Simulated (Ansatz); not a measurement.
**What pressure 7.5 GPa does to hypothetical anti-CdI2 type W2N**

The parent structure is W2N in the anti-CdI2 type structure (space group P-3m1, No. 164; a = 2.822 Å, c = 5.375 Å; a hypothetical phase, not in the database extracts checked).

Now apply this change: a hydrostatic pressure of 7.5 GPa.

Computed with PBE (Ansatz, an electronic-structure program, PAW, without spin-orbit coupling). Settings: 19×19×9 k-points, 0.05 eV Fermi–Dirac smearing.

```json
[
 {"quantity": "volume per atom", "base": "12.35 Å³", "changed": "12.09 Å³", "shift": "-0.26 Å³"},
 {"quantity": "density", "base": "17.10 g/cm³", "changed": "17.47 g/cm³", "shift": "+0.37 g/cm³"},
 {"quantity": "lattice parameter a", "base": "2.822 Å", "changed": "2.803 Å", "shift": "-0.019 Å"},
 {"quantity": "c/a ratio", "base": "1.905", "changed": "1.901", "shift": "-0.0033"},
 {"quantity": "shortest interatomic distance", "base": "2.178 Å", "changed": "2.165 Å", "shift": "-0.0137 Å"},
 {"quantity": "band gap", "base": "zero", "changed": "zero", "shift": "–"}
]
```

Final structure:

```
W2N
1.0
    2.80322     0.00000     0.00000
   -1.40161     2.42766     0.00000
    0.00000     0.00000     5.32995
N W
1 2
Direct
  0.00000   0.00000   0.00000
  0.33333   0.66667   0.26970
  0.66667   0.33333   0.73030
```

Load acts through the strain it causes; cell and atoms are relaxed under it. Stability against distortions was not tested. Competing high-pressure phases were not computed. The final runs are not spin-polarised. An odd electron count without spin: W2N.
